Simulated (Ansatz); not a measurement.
A self-consistent single point of AgI (F-43m, 2 atoms in the cell) with Ansatz (a quantum-chemistry and plane-wave program).

Computed with PBE, PAW files (plane waves; Ansatz).

The change in words: lattice scaled by 0.97; basis.ecutwfc: 420 eV → 250 eV. Reference geometry:
```xyz
2
Lattice="0.0000 3.2814 3.2814 3.2814 0.0000 3.2814 3.2814 3.2814 0.0000" Properties=species:S:1:pos:R:3 pbc="T T T"
Ag     0.0000     0.0000     0.0000
I      4.9222     4.9222     4.9222
```

Reference input (self-consistent single point, DFT, PBE, plane waves, PAW files): basis.ecutwfc = 420 eV; kpoints.mp_grid.grid = 9 9 9; hamiltonian.xc = pbe; hamiltonian.pseudopotentials = {kind: paw} (the program's default PAW files); scf.occupations.method = fixed. This run's input differs from it in these lines:

Ansatz 0.2 input:
```diff
@@ -2,5 +2,5 @@
   lattice:
-    - [0.000000, 3.281439, 3.281439]
-    - [3.281439, 0.000000, 3.281439]
-    - [3.281439, 3.281439, 0.000000]
+    - [0.000000, 3.182996, 3.182996]
+    - [3.182996, 0.000000, 3.182996]
+    - [3.182996, 3.182996, 0.000000]
   atoms:
@@ -9,3 +9,3 @@
 basis:
-  ecutwfc: 420.0
+  ecutwfc: 250.0
 kpoints:
```

Log, with long lists cut:

```
SCF iter   1: F=—  HF=-15103.146487 eV  |F-HF|=—  |Δ(HF+E_count)|=         —  Δρ=3.88e-2  dr2=1.88e0  ethr=3.10e-3  ⟨swp⟩=5.0  Hψ=2892  notcnv=0  defer=57
all-band conjugate gradients solve this SCF's bands
preconditioner: auto → none
SCF iter   2: F=—  HF=-15102.552070 eV  |F-HF|=—  |Δ(HF+E_count)|=   5.94e-1  Δρ=2.37e-2  dr2=3.31e-1  ethr=3.10e-3  ⟨swp⟩=3.2  Hψ=1892  notcnv=0  defer=64
SCF iter   3: F=—  HF=-15102.468283 eV  |F-HF|=—  |Δ(HF+E_count)|=   8.38e-2  Δρ=5.12e-3  dr2=1.36e-2  ethr=9.20e-4  ⟨swp⟩=2.0  Hψ=1489  notcnv=0  defer=65
SCF iter   4: F=—  HF=-15102.473466 eV  |F-HF|=—  |Δ(HF+E_count)|=   5.18e-3  Δρ=2.36e-3  dr2=1.73e-3  ethr=3.77e-5  ⟨swp⟩=2.5  Hψ=1183  notcnv=0  defer=66
SCF iter   5: F=—  HF=-15102.475784 eV  |F-HF|=—  |Δ(HF+E_count)|=   2.32e-3  Δρ=3.41e-4  dr2=4.69e-5  ethr=4.81e-6  ⟨swp⟩=2.1  Hψ=1441  notcnv=0  defer=66
SCF iter   6: F=—  HF=-15102.475803 eV  |F-HF|=—  |Δ(HF+E_count)|=   1.95e-5  Δρ=2.16e-5  dr2=4.44e-7  ethr=1.30e-7  ⟨swp⟩=2.0  Hψ=1116  notcnv=0  defer=66
SCF iter   7: F=-15102.475803 eV  HF=-15102.475803 eV  |F-HF|=7.64e-9  |Δ(HF+E_count)|=   1.15e-8  Δρ=3.06e-6  dr2=6.22e-9  ethr=2.78e-10  ⟨swp⟩=9.3  Hψ=3899  notcnv=0
SCF 1 converged in 7 iterations: F = -15102.475803 eV  dr2 = 6.22e-9
Free energy (F): -15102.475803 eV
Internal energy: -15102.475803 eV  (E = F + TS)
E sigma→0 (E₀):  -15102.475803 eV
Fermi energy:    7.740697 eV
--- Forces (eV/Å), atoms counted from 1 ---
  atom   1  Ag    -0.00000000    -0.00000000    -0.00000000
  atom   2  I      0.00000000    -0.00000000     0.00000000
--- Stress (GPa, compression-positive) ---
        4.425473      -0.000000      -0.000000
        0.000000       4.425473       0.000000
       -0.000000       0.000000       4.425473
  P = ⅓ Tr σ = 4.4255 GPa (44.255 kbar)
  The stress holds the Pulay correction. Without it, at fixed plane waves, as pw.x and ABINIT print it: P = -24.5969 GPa
```

The run converged in 7 iterations. Against the reference run the free energy goes up by 846 meV/atom, the pressure goes from 0.84 to 4.43 GPa and the gap on the mesh moves little (1.339 to 1.342 eV).

The starting cell comes from a database of computed structures (which also holds hypothetical and non-ambient phases and stackings), without a prior relaxation at this level. Its lattice was rescaled by a random factor within 2.5 % of one. For this run, on top of that: lattice scaled by 0.97. Spin-orbit coupling is off. Ansatz's pressure includes its estimate of the finite-basis (Pulay) stress. Without the estimate this run gives -24.60 GPa. The cutoff lies below the one recommended for these files.
